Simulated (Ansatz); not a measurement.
Abridged Ansatz (a program for electronic structure) output:

```
Relaxation: its limit of steps is 50 (relax.max_steps)
Pseudopotential: Sb, paw, valence charge 15
Pseudopotential: Mg, paw, valence charge 10
Crystal: 5 atoms, lattice volume = 139.556 Å³
Basis set: ecut = 500 eV, 3549 PW (Γ), exchange–correlation on 144×144×216 points (64 copies of the dense FFT grid, shifted against one another)
Bands: 36, of which v1, the nominal top of the filled ones, is band 30 counted from 1 (29 counted from 0)
Symmetry: 12 space group operations
k-points: 112 of 1008
Functional: x = r2scan, c = r2scan; τ floored in thin density (d = 2e-4 eV/Å³)
SCF iter   1: F=—  HF=-18779.597891 eV  |F-HF|=—  |Δ(HF+E_count)|=         —  Δρ=3.14e-2  dr2=1.27e0  dr2_τ=9.83e-3  ethr=2.10e-3  ⟨swp⟩=1.0  Hψ=22641  notcnv=0
SCF iter   2: F=—  HF=-18779.766980 eV  |F-HF|=—  |Δ(HF+E_count)|=   1.69e-1  Δρ=1.64e-2  dr2=3.07e-1  dr2_τ=6.40e-3  ethr=2.10e-3  ⟨swp⟩=4.1  Hψ=8490  notcnv=0  defer=1
SCF 1 converged in 10 iterations: F = -18780.009810 eV  dr2 = 1.29e-10
relax step   1: F+E_penalty+E_count = -18780.00981003 eV  Δ(F+E_penalty+E_count) = +0.000e0 eV  max|allowed force component| = 1.441e-1 eV/Å  Δτ_max = 0.0000 Å  (10 SCF iters, accepted)
Crystal: 5 atoms, lattice volume = 139.556 Å³
SCF iter   1: F=—  HF=-18779.986965 eV  |F-HF|=—  |Δ(HF+E_count)|=         —  Δρ=1.46e-3  dr2=1.23e-3  dr2_τ=2.31e-2  ethr=2.07e-6  ⟨swp⟩=2.8  Hψ=14619  notcnv=0  defer=134
SCF iter   2: F=—  HF=-18780.011309 eV  |F-HF|=—  |Δ(HF+E_count)|=   2.43e-2  Δρ=1.06e-3  dr2=1.04e-3  dr2_τ=1.10e-5  ethr=2.05e-6  ⟨swp⟩=3.0  Hψ=7274  notcnv=0  defer=134
SCF 2 converged in 9 iterations: F = -18780.011416 eV  dr2 = 2.36e-10
relax step   2: F+E_penalty+E_count = -18780.01141624 eV  Δ(F+E_penalty+E_count) = -1.606e-3 eV  max|allowed force component| = 1.114e-1 eV/Å  Δτ_max = 0.0438 Å  (9 SCF iters, accepted)
Crystal: 5 atoms, lattice volume = 139.556 Å³
SCF iter   1: F=—  HF=-18780.009413 eV  |F-HF|=—  |Δ(HF+E_count)|=         —  Δρ=6.27e-4  dr2=2.73e-4  dr2_τ=4.18e-3  ethr=3.67e-6  ⟨swp⟩=4.8  Hψ=9912  notcnv=0  defer=133
SCF iter   2: F=—  HF=-18780.013486 eV  |F-HF|=—  |Δ(HF+E_count)|=   4.07e-3  Δρ=4.48e-4  dr2=1.87e-4  dr2_τ=2.00e-6  ethr=4.55e-7  ⟨swp⟩=3.0  Hψ=7548  notcnv=0  defer=133
SCF 3 converged in 9 iterations: F = -18780.013514 eV  dr2 = 3.14e-10
relax step   3: F+E_penalty+E_count = -18780.01351419 eV  Δ(F+E_penalty+E_count) = -2.098e-3 eV  max|allowed force component| = 5.716e-3 eV/Å  Δτ_max = 0.0186 Å  (9 SCF iters, accepted)
Crystal: 5 atoms, lattice volume = 139.556 Å³
[...]
SCF 5 converged in 2 iterations: F = -18780.013523 eV  dr2 = 1.41e-10
SCF converged after 2 iterations
Free energy (F): -18780.013523 eV
Internal energy: -18780.013496 eV  (E = F + TS)
E sigma→0 (E₀):  -18780.013510 eV
Entropy (-TS):   -0.000027 eV (-0.005 meV/atom)
Fermi energy:    6.828925 eV
--- Forces (eV/Å), atoms counted from 1 ---
  atom   1  Sb     0.00000000    -0.00000000    -0.00003081
  atom   2  Sb    -0.00000000     0.00000000     0.00003081
  atom   3  Mg     0.00000000    -0.00000000     0.00000000
  atom   4  Mg     0.00000000     0.00000000     0.00069130
  atom   5  Mg    -0.00000000    -0.00000000    -0.00069130
--- Stress (GPa, compression-positive) ---
       -2.635009      -0.000000      -0.000000
        0.000000      -2.635009      -0.000000
       -0.000000      -0.000000      -2.351508
  P = ⅓ Tr σ = -2.5405 GPa (-25.405 kbar)
--- Relaxed structure (4 steps of the walk, 4 accepted, 0 SCFs on fresh bases) ---
  atoms:
    - { symbol: Sb, position: [0.33333333333333326, 0.6666666666666665, 0.23212896984605075] }
    - { symbol: Sb, position: [0.6666666666666665, 0.33333333333333326, 0.7678710301539492] }
    - { symbol: Mg, position: [3.8510032595490916e-35, 1.0625900756362662e-35, -8.786536967865427e-20] }
    - { symbol: Mg, position: [0.33333333333333326, 0.6666666666666665, 0.6343968334746433] }
    - { symbol: Mg, position: [0.6666666666666665, 0.33333333333333326, 0.36560316652535657] }
```

What was computed, and what are the main results?

Mg3Sb2, 5 atoms in the cell, with r2SCAN/PAW in Ansatz, no spin-orbit coupling, earlier PAW set. The last SCF converged to F = -18780.013523 eV, or -3756.0027 eV per atom, at a pressure of -2.54 GPa. The total energy compares only with runs of the same code, potentials and settings.

Spin-orbit coupling, missing from the scalar runs, can matter with Sb. The cells carry an imposed strain or load. Whether these cells are dynamically stable was not tested. The cell was made from Mg₃Sb₂ (space group P-3m1, No. 164) by this change: isotropic strain +2.12 %.

Keys are those of Ansatz 0.2.
